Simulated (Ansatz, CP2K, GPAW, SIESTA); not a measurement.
# Code comparison for CaGa2 (P6/mmm, 3 atoms in the cell)

Self-consistent single point.

```
CELL_PARAMETERS angstrom
      4.23886     0.00000     0.00000
     -2.11943     3.67096     0.00000
      0.00000     0.00000     4.41641
ATOMIC_POSITIONS crystal
  Ca 0.00000 0.00000 0.00000
  Ga 0.33333 0.66667 0.50000
  Ga 0.66667 0.33333 0.50000
```

Shared settings, as Ansatz (an electronic-structure program) writes them: kpoints.mp_grid.grid = 7 7 6; scf.occupations.method = fermi_dirac; scf.occupations.width = 0.1 eV. Potentials and cutoffs stand in the table.

```
code                                                                                                                       model  pressure (GPa)       cutoff
------  ------------------------------------------------------------------------------------------------------------------------  --------------  -----------
GPAW                                                               LDA (Perdew-Wang 92), GPAW PAW datasets LDA (gpaw-data 1.0.1)           -2.58       600 eV
SIESTA  LDA PW92, numerical atomic orbitals DZP, PseudoDojo LDA standard norm-conserving potentials (rewritten from UPF to PSML)            0.43  grid 350 Ry
Ansatz                                                                                       LDA (PW92), PAW files made with PBE           -3.41       420 eV
CP2K                                        LDA (Pade form), GPW, TZVP-MOLOPT-SR-GTH basis, GTH-PADE potentials (GTH_POTENTIALS)           -3.05  grid 600 Ry
```

The spread over the programs that give each value: pressure within 3.84 GPa.

SIESTA and CP2K use small atom-centred bases, whose incompleteness enters pressures, forces and empty levels differently from a plane-wave cutoff. Ansatz's pressure is given at a fixed set of plane waves, as the other plane-wave codes print theirs. In the pressure, SIESTA (by 3.42) lies more than 1 GPa from the median of the plane-wave programs.

The starting cell comes from a database of computed structures (which also holds hypothetical and non-ambient phases and stackings), without a prior relaxation at this level.

Left out of this page: ABINIT (with a known weakness of the program); Elk and FLEUR (not drawn, or without a comparable value).

Keys are those of Ansatz 0.2.
